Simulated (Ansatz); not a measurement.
Convergence study of shifted k-point meshes for VRe (Cmm2, 2 atoms in the cell)

```
VRe
1.0
    1.50727    -2.17574     0.00000
    1.50727     2.17574     0.00000
    0.00000     0.00000     4.20942
V Re
1 1
Direct
  0.50000   0.50000   0.51188
  0.00000   0.00000   0.00000
```

Method of the run: LDA (PW92), default PAW files made with PBE (plane waves; Ansatz, an electronic-structure program).

Base settings: basis.ecutwfc = 420 eV; kpoints.mp_grid.grid = 13 13 8; hamiltonian.xc = lda; hamiltonian.pseudopotentials = {kind: paw} (the program's default PAW files); scf.occupations.method = fermi_dirac; scf.occupations.width = 0.1 eV.

In this ladder: kpoints.mp_grid.shift = 0.5 0.5 0.5.

Only quantities that move along the ladder and can be compared are tabulated.

The count of work is k-points × plane waves × bands × iterations; it is no time. Core times come from one kind of shared machine, to one figure; runs under 30 s give none.

The starting cell comes from a database of computed structures (which also holds hypothetical and non-ambient phases and stackings), without a prior relaxation at this level. Its lattice was rescaled by up to half a per cent. One atom was moved a little off its site on purpose. Spin polarisation is off. In the base run, with a pressure of about -8 GPa the cell is away from its equilibrium volume at this level. Ansatz's pressure includes its estimate of the finite-basis (Pulay) stress.

Steps (kpoints.mp_grid.grid): 2 2 2; 3 3 2; 4 4 2; 4 4 3; 5 5 3; 6 6 4; 7 7 4; 8 8 5; 9 9 6; 10 10 6; 11 11 7; 13 13 8; 14 14 8; 15 15 9; 17 17 10; 19 19 11; 21 21 13; 23 23 14; 26 26 15; 29 29 17; 32 32 19; 35 35 21; 39 39 23; 43 43 26.

Question: What is the coarsest kpoints.mp_grid.grid that holds the forces within 0.005 eV/Å of the last step, with all finer ones?

Answer: 19 19 11, at 0.095 of the last step's count of work; the step before is off by 0.006 eV/Å.

Question: What is the coarsest kpoints.mp_grid.grid that holds the pressure within 0.1 GPa of the last step, with all finer ones?

Answer: 11 11 7, at 0.023 of the last step's count of work; the step before is off by 0.25 GPa.

Question: What is the coarsest kpoints.mp_grid.grid that holds the free energy within 0.5 meV/atom of the last step, with all finer ones?

Answer: 15 15 9, at 0.051 of the last step's count of work; the step before is off by 1.1 meV/atom.

```tsv
kpoints.mp_grid.grid	free energy less the last step's (meV/atom)	pressure (GPa)	largest difference of a force vector from the last step's (eV/Å)	count of work / last	core time / last (rough)
2 2 2	674.96	6.14	0.427	0.00041	–
3 3 2	-180.26	-9.85	0.133	0.00064	–
4 4 2	-55.28	-8.27	0.020	0.00082	–
4 4 3	-58.75	-8.50	0.057	0.0019	–
5 5 3	23.16	-6.47	0.081	0.0029	–
6 6 4	13.55	-7.34	0.011	0.0038	–
7 7 4	-5.67	-7.52	0.008	0.0051	–
8 8 5	5.02	-7.36	0.006	0.0095	–
9 9 6	7.80	-7.29	0.002	0.012	–
10 10 6	-3.75	-7.74	0.014	0.014	–
11 11 7	-2.60	-7.57	0.002	0.023	–
13 13 8	1.23	-7.49	0.001	0.031	–
14 14 8	-1.15	-7.50	0.004	0.036	–
15 15 9	-0.38	-7.49	0.003	0.051	–
17 17 10	0.07	-7.49	0.006	0.064	–
19 19 11	0.11	-7.46	0.004	0.095	–
21 21 13	-0.16	-7.49	0.002	0.13	–
23 23 14	0.25	-7.46	0.001	0.16	–
26 26 15	-0.01	-7.48	0.001	0.23	0.2
29 29 17	-0.07	-7.48	0.000	0.32	0.3
32 32 19	-0.04	-7.49	0.000	0.43	0.4
35 35 21	0.02	-7.48	0.000	0.57	0.6
39 39 23	0.00	-7.48	0.000	0.76	1.0
43 43 26	0.00	-7.48	0.000	1.0	1
```

Keys are those of Ansatz 0.2.
